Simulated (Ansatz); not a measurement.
## Worked example: self-consistent single point of SrHfO3 (Pm-3m, 5 atoms in the cell) in Ansatz

Method: LDA (PW92), default PAW files made with PBE (plane waves; Ansatz, a program for electronic structure).

Input:

Ansatz 0.2 input:
```yaml
# SrHfO3
crystal:
  lattice:
    - [4.12050400, 0.00000000, 0.00000000]
    - [0.00000000, 4.12050400, 0.00000000]
    - [0.00000000, 0.00000000, 4.12050400]
  atoms:
    - { symbol: Sr, position: [0.50000000, 0.50000000, 0.50000000] }
    - { symbol: Hf, position: [0.00000000, 0.00000000, 0.00000000] }
    - { symbol: O, position: [0.00000000, 0.50000000, 0.00000000] }
    - { symbol: O, position: [0.50000000, 0.00000000, 0.00000000] }
    - { symbol: O, position: [0.00000000, 0.00000000, 0.50000000] }
basis:
  ecutwfc: 420.0
kpoints:
  mp_grid: { grid: [6, 6, 6] }
hamiltonian:
  xc: lda
  pseudopotentials: { kind: paw }
scf:
  occupations: { method: fermi_dirac, width: 0.02 }
output:
  forces: true
  eigenvalues: true
  stress: true
```

The program printed (abridged):

```
WARN ansatz: RAYON_NUM_THREADS=1 ignored (pool sized by the plan → 1); use --threads N
Pseudopotentials: kind: paw
Pseudopotential: Sr, paw, valence charge 10
Pseudopotential: Hf, paw, valence charge 26
Pseudopotential: O, paw, valence charge 6
Crystal: 5 atoms, lattice volume = 69.960 Å³
Basis set: ecut = 420 eV, 1357 PW (Γ)
Bands: 33, of which v1, the nominal top of the filled ones, is band 27 counted from 1 (26 counted from 0)
Symmetry: 48 space group operations
Space group: Pm-3m (ITA 221), of the structure as read, at distance tolerance 4.1e-5 Å
k-points: 20 of 216
PAW frozen core: Sr, regenerated for the run's functional, and the local potential with it
PAW frozen core: Hf, regenerated for the run's functional, and the local potential with it
PAW frozen core: O, regenerated for the run's functional, and the local potential with it
Initial density: superposition of atomic densities (neutral atoms: chi_scale 0, normalization atom), corrected by the library's trained network
Initial wavefunctions: pseudopotential atomic-orbital guess
Eigensolver: davidson
Functional: x = slater, c = lda
SCF iter   1: F=—  HF=-20596.516863 eV  |F-HF|=—  |Δ(HF+E_count)|=         —  Δρ=1.80e-2  dr2=2.10e-1  ethr=1.77e-3  ⟨swp⟩=7.7  Hψ=2955  notcnv=0
all-band conjugate gradients solve this SCF's bands
preconditioner: auto → Resta (q_TF=auto, 2.613 Å⁻¹)
SCF iter   2: F=—  HF=-20596.466044 eV  |F-HF|=—  |Δ(HF+E_count)|=   5.08e-2  Δρ=5.00e-3  dr2=5.66e-3  ethr=3.89e-4  ⟨swp⟩=2.2  Hψ=1191  notcnv=0  defer=34
SCF iter   3: F=—  HF=-20596.464516 eV  |F-HF|=—  |Δ(HF+E_count)|=   1.53e-3  Δρ=2.23e-3  dr2=1.91e-3  ethr=1.05e-5  ⟨swp⟩=2.1  Hψ=1129  notcnv=0  defer=36
SCF iter   4: F=—  HF=-20596.464210 eV  |F-HF|=—  |Δ(HF+E_count)|=   3.06e-4  Δρ=7.81e-4  dr2=2.61e-4  ethr=3.54e-6  ⟨swp⟩=2.3  Hψ=979  notcnv=0  defer=36
SCF iter   5: F=—  HF=-20596.463979 eV  |F-HF|=—  |Δ(HF+E_count)|=   2.31e-4  Δρ=1.92e-4  dr2=1.54e-5  ethr=4.83e-7  ⟨swp⟩=2.1  Hψ=1099  notcnv=0  defer=36
SCF iter   6: F=—  HF=-20596.463972 eV  |F-HF|=—  |Δ(HF+E_count)|=   6.58e-6  Δρ=5.14e-5  dr2=2.16e-6  ethr=2.85e-8  ⟨swp⟩=2.6  Hψ=1035  notcnv=0  defer=36
SCF iter   7: F=—  HF=-20596.463972 eV  |F-HF|=—  |Δ(HF+E_count)|=   1.44e-7  Δρ=9.27e-6  dr2=1.05e-7  ethr=4.00e-9  ⟨swp⟩=2.0  Hψ=1156  notcnv=0  defer=36
SCF iter   8: F=-20596.463972 eV  HF=-20596.463972 eV  |F-HF|=6.08e-9  |Δ(HF+E_count)|=   2.58e-8  Δρ=2.96e-6  dr2=8.71e-9  ethr=1.85e-10  ⟨swp⟩=10.1  Hψ=2767  notcnv=0
SCF 1 converged in 8 iterations: F = -20596.463972 eV  dr2 = 8.71e-9
SCF converged after 8 iterations
Free energy (F): -20596.463972 eV
Harris-Foulkes:  -20596.463972 eV  (|F-HF|=6.08e-9)
Internal energy: -20596.463972 eV  (E = F + TS)
E sigma→0 (E₀):  -20596.463972 eV
Fermi energy:    12.339449 eV
--- Per-component energies (eV) ---
  E_band       = -142.954290
  E_kinetic    = 1189.847907
  E_local      = -8286.203766  (includes V_loc(G=0)·N_el)
  E_nonlocal   = -875.205573
  E_hartree    = 3639.133259
  E_xc         = -687.576922
  E_vxc        = -709.315159  (∫ρ·V_xc dr)
  E_paw        = -9725.121487  (= ΣΔE_a)
  E_vpaw       = 1259.642277  (= ΣTr[D̂ρ^β])
  E_aug_tail   = 0.007610  (compensation charges beyond the density's cutoff)
  E_ewald      = -5854.387143
  E_core_change = 3.042142  (= ΣΔE_core)
  E_smearing   = -0.000000  (= −TS)
  E_closure    = 0.000000  (closes the sum)
  Σ components = -20596.463972   (vs F -20596.463972, Δ=0.00e0)
--- Forces (eV/Å), atoms counted from 1 ---
  atom   1  Sr    -0.00000000     0.00000000     0.00000000
   [... zero for the other atoms too ...]
  max |Σ_I F_I| component: 9.93e-30 eV/Å
--- Stress (GPa, compression-positive) ---
       -6.508844       0.000000       0.000000
        0.000000      -6.508844       0.000000
        0.000000       0.000000      -6.508844
  P = ⅓ Tr σ = -6.5088 GPa (-65.088 kbar)
  The stress holds the Pulay correction. Without it, at fixed plane waves, as pw.x and ABINIT print it: P = -7.2109 GPa
--- Band table (eV; the first three rows and the last of 20) ---
  k-point 0: bands = ["-49.0769", "-22.5847", "-17.9448", "-17.9448", "-17.9448", "-6.1367", "-5.4203", "-5.4203", "-4.5715", "-4.5715", "-4.5715", "1.0068", "1.0068", "1.0068", "1.0475", "1.0475", "1.0475", "1.0520", "8.5015", "8.5015", "8.5015", [...]
  k-point 1: bands = ["-49.0768", "-22.5825", "-17.9819", "-17.9434", "-17.9434", "-6.1591", "-5.4136", "-5.3173", "-4.5665", "-4.5665", "-4.4137", "1.0079", "1.0079", "1.0270", "1.0469", "1.0501", "1.0501", "1.0518", "8.1190", "8.4589", "8.4589", [...]
  k-point 2: bands = ["-49.0765", "-22.5782", "-18.0546", "-17.9407", "-17.9407", "-6.3002", "-5.4003", "-4.9055", "-4.5563", "-4.5563", "-4.1717", "1.0095", "1.0095", "1.0455", "1.0512", "1.0559", "1.0559", "1.0835", "7.0429", "8.3936", "8.3936", [...]
  k-point 19: bands = ["-49.0750", "-22.5559", "-18.0829", "-18.0829", "-18.0829", "-4.7336", "-4.7336", "-4.7336", "-4.6208", "-4.6208", "-4.6208", "1.0497", "1.0680", "1.0680", "1.0680", "1.1479", "1.1479", "1.1479", "6.0106", "6.6158", "6.6158", [...]
```

The run converged in 8 iterations.

The starting cell comes from a database of computed structures (which also holds hypothetical and non-ambient phases and stackings), without a prior relaxation at this level. Its lattice was rescaled by up to half a per cent. Spin-orbit coupling is off. With a pressure of about -7 GPa the cell is away from its equilibrium volume at this level. Ansatz's pressure includes its estimate of the finite-basis (Pulay) stress. Without the estimate this run gives -7.21 GPa.
